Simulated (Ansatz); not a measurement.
# KTaO3: point defects

The parent structure is a 15-atom supercell of KTaO3 in the cubic perovskite structure (space group Pm-3m, No. 221) at its relaxed geometry.

```xyz
15
Lattice="3.9901 -3.9901 -3.9901 0.0000 3.9901 -3.9901 3.9901 0.0000 3.9901" Properties=species:S:1:pos:R:3 pbc="T T T"
K      0.0000     0.0000     0.0000
K      3.9901     0.0000    -3.9901
K      3.9901     0.0000     0.0000
Ta     5.9852    -1.9951    -1.9951
Ta     1.9951    -1.9951    -1.9951
Ta     1.9951     1.9951    -1.9951
O      3.9901    -1.9951    -1.9951
O      3.9901     1.9951    -1.9951
O      0.0000     1.9951    -1.9951
O      1.9951     1.9951     0.0000
O      5.9852    -1.9951     0.0000
O      1.9951     1.9951    -3.9901
O      1.9951     0.0000     1.9951
O      5.9852     0.0000    -1.9951
O      1.9951     0.0000    -1.9951
```

One neutral defect a cell, atoms relaxed at fixed cell.

All numbers come from plane-wave PAW DFT at the r2SCAN level (Ansatz, a quantum-chemistry and plane-wave program, 500 eV), no spin-orbit coupling.

| case | largest displacement of a host atom from its site in the perfect cell | pressure |
|---|---|---|
| perfect supercell | – | 0.0 GPa |
| O vacancy, symmetric start | 0.11 Å | 1.7 GPa |
| Ta on a K site (antisite) | 0.51 Å | 3.8 GPa |
| O interstitial (started 1.73 Å from the nearest host atom) | 0.34 Å | 8.5 GPa |
| Ta on a O site (antisite), symmetric start | 0.51 Å | 21.6 GPa |

The magnetic state is the one reached from the starting moments; the real material's order can differ, and small cells can't hold many antiferromagnetic ones. In so small a cell the defect repeats every few ångströms: this is an ordered compound, not a dilute defect. The mesh was chosen for an insulator and is coarse for the gapless case. Defects with a symmetric start kept the site's symmetry and may sit on a saddle; the others started slightly shaken. Starting moments died away, wholly or in part, for O interstitial (started 1.73 Å from the nearest host atom); another magnetic solution may exist. No Hubbard U is applied, and correlation can decide whether such a compound is a metal.
